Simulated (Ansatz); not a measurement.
End structure of a constructed model of the (111)A surface of zinc-blende ZnS (in the relaxation 1 S–S bonds broke), Zn-terminated, S trimer, 2x2 (bottom of the slab: 2 H on 4 bottom sites):

```yaml
crystal:
  lattice:
    - [7.69839, 0.00000, 0.00000]
    - [-3.84919, 6.66700, 0.00000]
    - [0.00000, 0.00000, 30.00000]
  atoms:
    - { symbol: S, position: [0.99894, 0.00097, 0.32318] }
    - { symbol: S, position: [0.50161, 0.99839, 0.31101] }
    - { symbol: S, position: [0.00163, 0.49837, 0.31096] }
    - { symbol: S, position: [0.49903, 0.50106, 0.32318] }
    - { symbol: Zn, position: [0.34804, 0.15196, 0.34340] }
    - { symbol: Zn, position: [0.81721, 0.18292, 0.34226] }
    - { symbol: Zn, position: [0.31708, 0.68279, 0.34226] }
    - { symbol: Zn, position: [0.84822, 0.65178, 0.34354] }
    - { symbol: S, position: [0.33333, 0.16667, 0.42149] }
    - { symbol: S, position: [0.83333, 0.16667, 0.42149] }
    - { symbol: S, position: [0.33333, 0.66667, 0.42149] }
    - { symbol: S, position: [0.83333, 0.66667, 0.42149] }
    - { symbol: Zn, position: [0.16667, 0.33333, 0.44768] }
    - { symbol: Zn, position: [0.66667, 0.33333, 0.44768] }
    - { symbol: Zn, position: [0.16667, 0.83333, 0.44768] }
    - { symbol: Zn, position: [0.66667, 0.83333, 0.44768] }
    - { symbol: S, position: [0.16829, 0.33171, 0.52680] }
    - { symbol: S, position: [0.66623, 0.33688, 0.52588] }
    - { symbol: S, position: [0.16312, 0.83377, 0.52588] }
    - { symbol: S, position: [0.67079, 0.82921, 0.52650] }
    - { symbol: Zn, position: [0.00184, 0.00321, 0.55564] }
    - { symbol: Zn, position: [0.50139, 0.99861, 0.54735] }
    - { symbol: Zn, position: [0.00130, 0.49870, 0.55134] }
    - { symbol: Zn, position: [0.49679, 0.49816, 0.55564] }
    - { symbol: S, position: [0.00361, 0.00823, 0.63632] }
    - { symbol: S, position: [0.50492, 0.99508, 0.62379] }
    - { symbol: S, position: [0.00316, 0.49684, 0.62930] }
    - { symbol: S, position: [0.49177, 0.49639, 0.63632] }
    - { symbol: Zn, position: [0.34848, 0.15152, 0.65815] }
    - { symbol: Zn, position: [0.81212, 0.16785, 0.66087] }
    - { symbol: Zn, position: [0.33215, 0.68788, 0.66087] }
    - { symbol: Zn, position: [0.83521, 0.66479, 0.64390] }
    - { symbol: H, position: [0.00421, 0.99595, 0.27815] }
    - { symbol: H, position: [0.50405, 0.49579, 0.27815] }
    - { symbol: S, position: [0.42436, 0.07564, 0.73180] }
    - { symbol: S, position: [0.29036, 0.76515, 0.73265] }
    - { symbol: S, position: [0.73485, 0.20964, 0.73265] }
```

Slab: 37 atoms, 13.8 Å thick at the start with caps and adatoms (thin: gaps and levels are the slab's own); k 3x3x1, smearing 0.025 eV, dipole-corrected; 8 atoms held, the rest relaxed; start symmetry kept, larger cells not searched; no spin, no spin-orbit, no U. It is one candidate, not shown to be the stable structure of the face.

**Question.** What highest filled level below the top vacuum level does PBE (Ansatz, a quantum-chemistry and plane-wave program) give?

**Answer.** 6.35 eV

**Question.** What gap of the slab on its k-mesh does PBE give?

**Answer.** 1.72 eV
